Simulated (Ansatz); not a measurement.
```yaml
crystal:
  lattice:
    - [13.50000, 0.00000, 0.00000]
    - [0.00000, 13.50000, 0.00000]
    - [0.00000, 0.00000, 4.53975]
  atoms:
    - { symbol: Ca, position: [0.41425, 0.41425, 0.00000] }
    - { symbol: O, position: [0.41722, 0.41722, 0.50000] }
    - { symbol: O, position: [0.41722, 0.58278, 0.00000] }
    - { symbol: Ca, position: [0.41425, 0.58575, 0.50000] }
    - { symbol: O, position: [0.58278, 0.41722, 0.00000] }
    - { symbol: Ca, position: [0.58575, 0.41425, 0.50000] }
    - { symbol: Ca, position: [0.58575, 0.58575, 0.00000] }
    - { symbol: O, position: [0.58278, 0.58278, 0.50000] }
```

Levels: PBE (plane waves to 420 eV, PAW; Ansatz, an electronic-structure program); r2SCAN (plane waves to 500 eV, PAW; Ansatz); HSE06 (Ansatz). Unmarked values and the geometry are of the first. Mesh 1×1×66. No spin polarisation. One-dimensional cell, images about 11 Å apart. A hypothetical model. It keeps the symmetry and period of its start, so it need not be a minimum against all distortions. HSE06 ran on a 1×1×4 mesh and at PBE's edge points. Buckling under compression is shut out by symmetry and the short period.

Task: Give the properties of this body.

Result: 
```
Item                                                                      Value
---------------------------------------------------------  --------------------
largest distance between nuclei across the axis                          3.27 Å
PBE gap                                                    2.32 eV, direct at Γ
electron mass along the axis (PBE)                                      0.95 mₑ
hole mass along the axis (PBE)                                          0.38 mₑ
valence and conduction edges under the vacuum level (PBE)      3.64 and 1.32 eV
r2SCAN gap at this geometry                                             2.88 eV
HSE06 gap at this geometry                                              3.45 eV
axial stiffness dF/dε                                                     79 nN
```
